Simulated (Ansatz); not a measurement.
Consider AlAs in the zinc blende structure (space group F-43m, No. 216; a = 5.675 Å).

Calculations: PBEsol in Ansatz (plane waves to 420 eV, PAW, no SOC).

Before the change:

| Item | Value |
|---|---|
| Electron mass | 0.87 mₑ along k, 0.24 mₑ across (at X) |
| Pressure | 0.00 GPa |

One thing is altered: every lattice vector is shortened by 3.88 %; the atoms relax in the strained cell.

**Question.** Estimate the effect on the electron mass and pressure.

**Answer.** The electron mass changes from 0.87 mₑ along k, 0.24 mₑ across (at X) to 0.73 mₑ along k, 0.22 mₑ across (at X); the pressure goes from zero to 11.00 GPa.

The levels and masses belong to the bands next to the band gap. Masses are band curvatures over ±0.01 Å⁻¹ around the edge. Along k means along the line from Γ to the band edge. Stability against distortions was not tested.

Ansatz is a first-principles code.
